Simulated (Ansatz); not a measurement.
An Ansatz (a program for electronic structure) input (plane-wave PAW DFT at the r2SCAN level (Ansatz, 500 eV), scalar-relativistic without spin-orbit coupling, earlier PAW set):

Ansatz 0.2 input:
```yaml
crystal:
  lattice:
    - [-1.5163452902, 1.5163452902, 1.5163452902]
    - [1.5163452902, -1.5163452902, 1.5163452902]
    - [1.5163452902, 1.5163452902, -1.5163452902]
  atoms:
    - { symbol: Ru, position: [0, 0, 0] }
basis: { ecutwfc: 500, ecutrho_ratio: 4, xc_grid: 4, fft_grid_basis: typed }
kpoints: { mp_grid: { grid: [21, 21, 21] } }
hamiltonian:
  xc: r2scan
  dispersion: none
  pseudopotentials: { azcp: { folder: ./paw }, kind: paw }
scf: { occupations: { method: fermi_dirac, width: 0.05 }, convergence: { dr2_threshold: 0.0000000001 } }
output: { forces: true, stress: true }
checkpoint: { write: state.ck, write_every: 1000 }
```

**Question.** Which symmetry and how many k-points will the program report, and about how many plane waves at Γ?

**Answer.** Space group Im-3m (ITA 229) with 48 operations, k-points 286 of 9261, and 369 plane waves at Γ.

Stability against distortions was not tested. The final runs are not spin-polarised. The cell was made from Mo by this change: Mo → Ru; the result is a hypothetical phase, not in the database extracts checked. Ru has a high density of states at the Fermi level and may be magnetic at this level.
